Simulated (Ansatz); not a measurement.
The starting structures come from a database of crystals and need not be the phases stable at ambient conditions.

## Evanescent states of In₂HgTe₄ (I-4, not sure to be the ambient phase, 7 atoms a cell, 36.3 Å³ an atom) along the normal of (110)

Computed with r2SCAN (plane waves, PAW; Ansatz, a program for electronic structure).

The gap is the functional's own. No spin-orbit coupling. Mid-gap values are interpolated on the energy grid.

Energies count from the valence-band top; κ is the least over a 4×4 mesh across the current.

```tsv
E (eV)	κ (1/Å)	where
0.04	0.027	Γ
0.10	0.045	Γ
0.17	0.056	Γ
0.24	?	Γ
0.32	?	Γ
0.39	?	Γ
0.46	?	Γ
0.53	?	Γ
0.59	?	Γ
0.67	?	Γ
0.73	?	Γ
0.81	0.056	Γ
0.88	0.044	Γ
0.94	0.023	Γ
```

Task: Complete the blanks.

Result: 
- 0.24, κ (1/Å): 0.063
- 0.32, κ (1/Å): 0.068
- 0.39, κ (1/Å): 0.071
- 0.46, κ (1/Å): 0.073
- 0.53, κ (1/Å): 0.073
- 0.59, κ (1/Å): 0.072
- 0.67, κ (1/Å): 0.069
- 0.73, κ (1/Å): 0.064
